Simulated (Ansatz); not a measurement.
Consider the following.

End structure of a constructed model of the (110) surface of bcc Ta, a pseudomorphic layer of Sc in the host's stacking (bottom of the slab: a bare face, its two planes held):

```
CELL_PARAMETERS angstrom
      2.87436     0.00000     0.00000
     -0.95812     2.70998     0.00000
      0.00000     0.00000    31.00000
ATOMIC_POSITIONS crystal
  Ta 0.50000 0.50000 0.26066
  Ta 0.00000 0.00000 0.33637
  Ta 0.50000 0.50000 0.41154
  Ta 0.00000 0.00000 0.48750
  Ta 0.50000 0.50000 0.56321
  Ta 0.00000 0.00000 0.63821
  Sc 0.50000 0.50000 0.71806
```

Slab: 7 atoms, 14.8 Å thick at the start; k 14x14x1, smearing 0.1 eV, dipole-corrected; 2 atoms held, the rest relaxed; held to the start's symmetry, so lower structures may exist; no spin, no spin-orbit, no U. It is one candidate, not shown to be the stable structure of the face.

### Question
Predict the work function of the top face from PBE run with Ansatz (a quantum-chemistry and plane-wave program).

### Answer
4.04 eV
